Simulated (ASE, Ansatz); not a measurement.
A thermal frame of composition TiSi, cell Ti24Si24, first heated far above this temperature, then brought to it [in the CHGNet run: it was liquid; mean temperature 2318 K (target 2310 K); density 3.72 g/cm³, volume +6 % from the start cell's; mean pressure 1.2 GPa against a target of 0], from MD with the machine-learned potential CHGNet 0.3.0 in ASE at 2310 K. DFT level: PBE (plane waves, PAW; Ansatz, a program for electronic structure).

```yaml
plane_wave_cutoff: 420 eV
k-points: one point, (1/4, 1/4, 1/4)
Fermi-Dirac width: 0.199 eV
spin: not polarised; no spin-orbit coupling
```

A check of the k-sampling: on the last frame of the same run a denser mesh moved the PBE forces by 0.044 eV/Å rms, the static pressure by 0.01 GPa and the free energy by 2 meV/atom.

```xyz
48
Lattice="9.3372 0.0000 0.0000 0.0000 9.3372 0.0000 0.0000 0.0000 9.3372" Properties=species:S:1:pos:R:3 pbc="T T T"
Ti     0.8549     6.7763     2.9144
Ti     3.8444     6.2806     2.8773
Ti     1.0134     3.5189     8.9798
Ti     9.5737     4.1538     3.5871
Ti     3.3575     4.6271     9.4126
Ti     9.6408     5.9533     7.0585
Ti     1.8667     3.1469     6.3084
Ti     2.9132     7.6648     7.3547
Ti     2.1704     1.1154    -0.3730
Ti     4.0362     2.2193     1.2360
Ti     5.0326    -0.2081     0.0914
Ti     6.7705     3.5092     5.2991
Ti     6.4924     4.6334    -0.9375
Ti     7.8948    -2.0791     0.7006
Ti     6.6546     5.4569     2.9135
Ti     7.2920     1.4614     7.7967
Ti     4.3205     2.4438     7.7918
Ti     5.1991    -2.6764     5.4488
Ti     9.7563    -1.0350     5.5500
Ti     4.9130     0.7771     4.6337
Ti     0.2699     1.4390     4.3551
Ti     2.8751    -0.0698     2.6806
Ti     1.9586     5.7701     5.1112
Ti     3.1350     2.0483     4.1386
Si     8.3692     6.1524     4.7322
Si     5.4300     6.1672     0.9038
Si     9.7087    10.7581     6.9800
Si     2.2430     4.2411     2.2214
Si     8.4111     3.9162     7.1590
Si     1.3245     1.7600    11.1754
Si     5.4967     6.9487     8.0665
Si     3.9961     4.9225     6.9043
Si     7.8252     0.4940     1.2891
Si     2.3600     9.7941     6.1609
Si     5.6222     2.9527     2.9006
Si    10.3283     8.6084     0.5088
Si     5.6502    -0.3986     2.4491
Si     8.5088     4.9092    10.6837
Si     4.4326     4.3243     4.4534
Si    -2.1656    -1.2399     4.9306
Si     6.2895     2.6287     9.9549
Si     2.8670     7.6388     0.6712
Si     5.8001     9.2646     6.7478
Si     0.0095    -0.2159     2.6600
Si     1.1942     6.1713     0.0992
Si     7.7733     2.6095     2.8971
Si    -0.5515     8.6001     7.7996
Si     3.2924    -1.5005     4.7166
```

Forces from the machine-learned potential CHGNet 0.3.0 on some atoms (eV/Å):

| atom | Fx Fy Fz |
|---|---|
| Ti7 | 0.655 1.754 0.192 |
| Ti15 | 0.432 -0.424 1.589 |
| Ti17 | 1.148 -0.863 -1.134 |
| Ti18 | 1.866 -1.410 0.959 |
| Si26 | -0.462 0.756 0.053 |
| Si47 | -0.120 -0.614 1.403 |

Question: Give the DFT forces on the same atoms (eV/Å), the static pressure (no kinetic part).

Answer: 
| atom | Fx Fy Fz |
|---|---|
| Ti7 | 0.715 1.443 0.202 |
| Ti15 | 0.369 -0.211 1.224 |
| Ti17 | 0.515 -0.959 -0.694 |
| Ti18 | 1.276 -1.097 0.460 |
| Si26 | -0.432 0.464 0.016 |
| Si47 | -0.231 -0.682 1.085 |
static pressure (no kinetic part): 0.34 GPa
